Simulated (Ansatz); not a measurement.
# (11,11) silicon nanotube

Levels: PBE (plane waves to 420 eV, PAW; Ansatz, a first-principles code); r2SCAN (plane waves to 500 eV, PAW; Ansatz). Unmarked values and the geometry are of the first. Mesh 1×1×18. No spin polarisation. It repeats along c; a and b span vacuum. A hypothetical model, rolled from the flat sheet. It keeps the symmetry and period of its start, so it need not be a minimum against all distortions. Buckling under compression is shut out by symmetry and the short period.

| Item | Value |
|---|---|
| period along the axis (44 atoms) | 3.864 Å |
| mean diameter | 23.48 Å |
| radii of the innermost and outermost atoms | 11.50 and 11.98 Å |
| energy over the flat sheet | +8 meV/atom |
| PBE gap | 0.19 eV, direct at k = 0.333 × 2π/c |
| electron mass along the axis (PBE) | 0.067 mₑ |
| hole mass along the axis (PBE) | 0.065 mₑ |
| valence and conduction edges under the vacuum level (PBE) | 4.67 and 4.47 eV |
| r2SCAN gap at this geometry | 0.22 eV |
| axial stiffness dF/dε | 450 nN |

```
CELL_PARAMETERS angstrom
     35.00000     0.00000     0.00000
      0.00000    35.00000     0.00000
      0.00000     0.00000     3.86376
ATOMIC_POSITIONS crystal
  Si 0.82708 0.53122 0.50000
  Si 0.83597 0.56477 0.00000
  Si 0.80504 0.62210 0.00000
  Si 0.80411 0.65680 0.50000
  Si 0.75828 0.70310 0.50000
  Si 0.74762 0.73612 0.00000
  Si 0.69060 0.76764 0.00000
  Si 0.67106 0.79632 0.50000
  Si 0.60748 0.81049 0.50000
  Si 0.58065 0.83251 0.00000
  Si 0.51565 0.82819 0.00000
  Si 0.48370 0.84176 0.50000
  Si 0.42255 0.81931 0.50000
  Si 0.38808 0.82333 0.00000
  Si 0.33573 0.78455 0.00000
  Si 0.30152 0.77870 0.50000
  Si 0.26221 0.72675 0.50000
  Si 0.23104 0.71149 0.00000
  Si 0.20796 0.65057 0.00000
  Si 0.18235 0.62715 0.50000
  Si 0.17737 0.56219 0.50000
  Si 0.15939 0.53251 0.00000
  Si 0.17292 0.46878 0.00000
  Si 0.16403 0.43523 0.50000
  Si 0.19496 0.37790 0.50000
  Si 0.19589 0.34320 0.00000
  Si 0.24172 0.29690 0.00000
  Si 0.25238 0.26388 0.50000
  Si 0.30940 0.23236 0.50000
  Si 0.32894 0.20368 0.00000
  Si 0.39252 0.18951 0.00000
  Si 0.41935 0.16749 0.50000
  Si 0.48435 0.17181 0.50000
  Si 0.51630 0.15824 0.00000
  Si 0.57745 0.18069 0.00000
  Si 0.61192 0.17667 0.50000
  Si 0.66427 0.21545 0.50000
  Si 0.69848 0.22130 0.00000
  Si 0.73779 0.27325 0.00000
  Si 0.76896 0.28851 0.50000
  Si 0.79204 0.34943 0.50000
  Si 0.81765 0.37285 0.00000
  Si 0.82263 0.43781 0.00000
  Si 0.84061 0.46749 0.50000
```
